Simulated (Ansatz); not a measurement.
Ansatz (a quantum-chemistry and plane-wave program) run on Tl (P6_3/mmc, 2 atoms in the cell): self-consistent single point.

Method: PBE, PAW files (plane waves; Ansatz).

The change in words: lattice scaled by 0.98. Reference geometry:
```
CELL_PARAMETERS angstrom
      3.56099     0.00000     0.00000
     -1.78050     3.08391     0.00000
      0.00000     0.00000     5.74933
ATOMIC_POSITIONS crystal
  Tl 0.33333 0.66667 0.25000
  Tl 0.66667 0.33333 0.75000
```

Reference input (self-consistent single point, DFT, PBE, plane waves, PAW files): kpoints.mp_grid.grid = 7 7 4; hamiltonian.xc = pbe; hamiltonian.pseudopotentials = {kind: paw} (the program's default PAW files); scf.occupations.method = gaussian; scf.occupations.width = 0.272 eV. This run's input differs from it in these lines:

Ansatz 0.2 input:
```diff
@@ -2,8 +2,8 @@
   lattice:
-    - [3.560992, 0.000000, 0.000000]
-    - [-1.780496, 3.083909, 0.000000]
-    - [0.000000, 0.000000, 5.749327]
+    - [3.489772, 0.000000, 0.000000]
+    - [-1.744886, 3.022231, 0.000000]
+    - [0.000000, 0.000000, 5.634340]
   atoms:
-    - { symbol: Tl, position_ang: [-0.000002, 2.055940, 1.437332] }
-    - { symbol: Tl, position_ang: [1.780498, 1.027969, 4.311995] }
+    - { symbol: Tl, position_ang: [-0.000002, 2.014822, 1.408585] }
+    - { symbol: Tl, position_ang: [1.744888, 1.007409, 4.225755] }
 kpoints:
```

The program printed (abridged):

```
SCF iter   1: F=—  HF=-22892.637962 eV  |F-HF|=—  |Δ(HF+E_count)|=         —  Δρ=1.20e-2  dr2=1.31e-1  ethr=3.10e-3  ⟨swp⟩=5.2  Hψ=1792  notcnv=0
all-band conjugate gradients solve this SCF's bands
preconditioner: auto → Kerker (q_TF=auto, 2.377 Å⁻¹)
SCF iter   2: F=—  HF=-22892.597543 eV  |F-HF|=—  |Δ(HF+E_count)|=   4.04e-2  Δρ=6.65e-3  dr2=4.00e-2  ethr=5.05e-4  ⟨swp⟩=1.6  Hψ=716  notcnv=0
SCF iter   3: F=—  HF=-22892.586358 eV  |F-HF|=—  |Δ(HF+E_count)|=   1.12e-2  Δρ=1.88e-3  dr2=2.07e-3  ethr=1.54e-4  ⟨swp⟩=2.3  Hψ=646  notcnv=0  defer=1
SCF iter   4: F=—  HF=-22892.586493 eV  |F-HF|=—  |Δ(HF+E_count)|=   1.36e-4  Δρ=2.79e-4  dr2=3.91e-5  ethr=7.97e-6  ⟨swp⟩=2.0  Hψ=749  notcnv=0
SCF iter   5: F=—  HF=-22892.586543 eV  |F-HF|=—  |Δ(HF+E_count)|=   5.00e-5  Δρ=6.15e-5  dr2=2.03e-6  ethr=1.50e-7  ⟨swp⟩=2.8  Hψ=723  notcnv=0
SCF iter   6: F=—  HF=-22892.586545 eV  |F-HF|=—  |Δ(HF+E_count)|=   2.14e-6  Δρ=1.45e-5  dr2=1.47e-7  ethr=7.79e-9  ⟨swp⟩=2.0  Hψ=719  notcnv=0
SCF iter   7: F=-22892.586546 eV  HF=-22892.586546 eV  |F-HF|=2.68e-9  |Δ(HF+E_count)|=   1.30e-7  Δρ=3.32e-6  dr2=8.87e-9  ethr=3.85e-10  ⟨swp⟩=5.1  Hψ=1471  notcnv=0
SCF 1 converged in 7 iterations: F = -22892.586546 eV  dr2 = 8.87e-9
Free energy (F): -22892.586546 eV
Internal energy: -22892.535034 eV  (E = F + TS)
E sigma→0 (E₀):  -22892.560790 eV
Entropy (-TS):   -0.051512 eV (-25.756 meV/atom)
Fermi energy:    10.060080 eV
--- Forces (eV/Å), atoms counted from 1 ---
  atom   1  Tl    -0.00000000     0.00000000     0.00000000
  atom   2  Tl    -0.00000000    -0.00000000     0.00000000
--- Stress (GPa, compression-positive) ---
        1.786791       0.000000       0.000000
       -0.000000       1.786791       0.000000
        0.000000       0.000000       1.892322
  P = ⅓ Tr σ = 1.8220 GPa (18.220 kbar)
  The stress holds the Pulay correction. Without it, at fixed plane waves, as pw.x and ABINIT print it: P = 1.8062 GPa
```

The run converged in 7 iterations. Against the reference run the free energy rises by 10.0 meV/atom and the pressure goes from 0.02 to 1.82 GPa.

The starting cell comes from a database of computed structures (which also holds hypothetical and non-ambient phases and stackings), without a prior relaxation at this level. Its lattice was rescaled by a random factor within 2.5 % of one. For this run, on top of that: lattice scaled by 0.98. Ansatz's pressure includes its estimate of the finite-basis (Pulay) stress.
